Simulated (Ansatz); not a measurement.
## Predicting one run from its neighbours: the energy against the vacuum, the (001) slab of Au (cut from a parent of space group no. 225; 4 atoms in the cell)

```
CELL_PARAMETERS angstrom
      2.87634     0.00000     0.00000
     -2.87634     2.87634     0.00000
      0.00000     0.00000    36.10160
ATOMIC_POSITIONS crystal
  Au 0.00000 0.00000 0.47183
  Au 0.00000 0.50000 0.41549
  Au 0.00000 0.00000 0.58451
  Au 0.00000 0.50000 0.52817
```

Computed with PBEsol, default PAW files made with PBE (plane waves; Ansatz, a quantum-chemistry and plane-wave program).

Base settings: basis.ecutwfc = 420 eV; kpoints.mp_grid.grid = 15 15 1; hamiltonian.xc = pbesol; hamiltonian.pseudopotentials = {kind: paw} (the program's default PAW files); scf.occupations.method = fermi_dirac; scf.occupations.width = 0.1 eV.

The last step of the ladder, which sets the zero, is vacuum between outermost atoms (Å) = 30.0.

The starting cell has typed, rounded lattice constants, without a prior relaxation at this level. The slab is cut from that crystal, and its faces are unrelaxed. Its lattice was rescaled by up to half a per cent.

The differences are negative here: closer images bind.

An empirical form: the interaction of two facing surfaces decays exponentially with the gap, by the tails of the wave functions or, on ionic faces, by the in-plane pattern of charges: ln|ΔF| = a + b·d. One k-point is taken across the vacuum.

| vacuum (Å) | size of F less the last step's (meV/atom) | ln of it |
|---|---|---|
| 4.0 | 50.62 | 3.924 |
| 5.0 | 11.91 | 2.477 |
| 6.0 | ? | ? |
| 7.0 | 0.60 | -0.511 |
| 8.0 | 0.13 | -2.040 |

**Question.** Fit the line to the 4 rows given and predict the withheld one.

**Answer.** Means: x̄ = 6.0000, ȳ = 0.96250. Σ(x − x̄)(y − ȳ) = -14.92 and Σ(x − x̄)² = 10.00, so b = -1.492 and a = ȳ − b·x̄ = 9.9145; the decay length is 0.67 Å. The largest residual of the fitted rows is 0.023. At x = 6.0 the line gives 0.963, that is 2.62 meV/atom. The run gave 2.59 meV/atom, a miss of 0.03 meV/atom (1 %). The table is a window of a longer ladder. The rows were chosen because the form fits them, the withheld one included, so this shows the method and is no test of the form.

Left out of this page: 7 runs of the series outside the window shown, repeating another row's setting, or not comparable.

Keys are those of Ansatz 0.2.
